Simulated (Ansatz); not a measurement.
Results of LDA+SOC (PAW; Ansatz, an electronic-structure program) for fluorite HfO2 (high-temperature phase).

Settings: plane-wave cutoff 520 eV, 8×8×8 k mesh, perturbation theory, PAW data made under PBE.

Computed at the level's own relaxed cell.

### Question
Predict the electronic dielectric constant ε∞.

### Answer

- electronic dielectric constant ε∞ = 5.39

Note: symmetry holds this phase in the static calculation, where it need not be a minimum; the run finds an imaginary mode (218i cm⁻¹), so the cell is a saddle point at this level.
